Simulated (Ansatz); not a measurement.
**How the equilibrium volume per atom of HfSi₂ (model structure, started from the C49 type, Cmcm, No. 63, 6 atoms in the cell) moves with the method**

No measured value is used here.

```
level (code)         value (Å³/atom)
-------------------  ---------------
PBE (Ansatz)                   16.38
PBEsol (Ansatz)                15.87
PBE-D3(BJ) (Ansatz)            15.80
```

Density-functional levels without +SOC have no spin–orbit coupling. Ansatz's density-functional and Hartree–Fock values are scalar-relativistic unless marked +SOC, with PAW data made under PBE.

A model structure was made by putting elements into a prototype or built by hand; it is no filed structure, need not be a known phase, and can be a saddle point held by its symmetry.

Ansatz is an electronic-structure program.
